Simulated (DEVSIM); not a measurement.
Structure: Pd/SiO2/p-Ge capacitor, at 300 K.

Layer 1 from the left is SiO2, thickness (nm) 1.40. Layer 2 from the left is Ge, thickness (nm) 620, Na (cm⁻³) 9.3e17.

Metal gate on the left, work function 5.2 eV. Fixed charge at the semiconductor interface 0 cm⁻² (in units of +e); no interface traps.

This is a model device: material constants are rounded textbook-type values typed into the input, and sizes, dopings and lifetimes were drawn at random. Values at 300 K.

SiO2: gap (eV) 9, affinity (eV) 0.9, permittivity 3.9. Ge: gap (eV) 0.664, affinity (eV) 4, permittivity 16, Nc (cm⁻³) 1.04e19, Nv (cm⁻³) 6e18.

Task: Estimate by hand the flat-band voltage, the threshold voltage, and compare with a numerical solution.

Result: 
- Flat-band voltage: C = 2.47 μF/cm², work-function difference 0.584 V; VFB = φms − qNf/C = 0.58 V; numerical 0.58 V.
- Threshold voltage: φF = 0.277 V, depletion charge √(4εqNφF) = 4.83e-7 C/cm²; VT = VFB + 2φF + Qd/C = 1.33 V; numerical 1.33 V.

DEVSIM, 1D Poisson equation in equilibrium, Boltzmann statistics, complete ionisation; no quantum confinement or tunnelling. Metal contacts follow the ideal Schottky-Mott rule: no Fermi-level pinning, no interface dipoles.
